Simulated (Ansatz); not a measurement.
Base system: CsPbCl3 in the cubic perovskite structure (space group Pm-3m, No. 221; a = 5.619 Å).

Computed with plane-wave PAW DFT at the PBEsol level (Ansatz, a quantum-chemistry and plane-wave program, 420 eV), scalar-relativistic without spin-orbit coupling.

One change was made to it. Results:

| quantity | base | after |
|---|---|---|
| electron mass (degenerate bands, along [100]) | 0.10, 0.83, 0.83 mₑ (at R) | 0.099, 0.80, 0.80 mₑ (at R) |
| lattice parameter a | 5.619 Å | 5.570 Å |
| width of the top valence band | 2.48 eV | 2.68 eV |

Q: What was done to the base?
A) pressure 10 GPa
B) pressure 7.5 GPa
C) pressure 0.7 GPa
D) pressure 1.5 GPa
E) pressure 5 GPa

A: C, pressure 0.7 GPa. For comparison, the electron mass in the other runs: pressure 1.5 GPa gives 0.094, 0.77, 0.77 mₑ (at R); pressure 7.5 GPa gives 0.056, 0.63, 0.63 mₑ (at R); pressure 5 GPa gives 0.072, 0.68, 0.68 mₑ (at R); pressure 10 GPa gives 0.038, 0.60, 0.60 mₑ (at R).

Spin-orbit coupling, missing from the scalar runs, can matter with Pb. The levels and masses belong to the bands next to the band gap. Load acts through the strain it causes; cell and atoms are relaxed under it. Effective masses come from finite differences of ±0.01 Å⁻¹. Stability against distortions was not tested. Competing high-pressure phases were not computed. Many cubic perovskites are stable only at high temperature; tilts and polar distortions were not tested. This is not the structure that CsPbCl3 has at room temperature and ambient pressure.
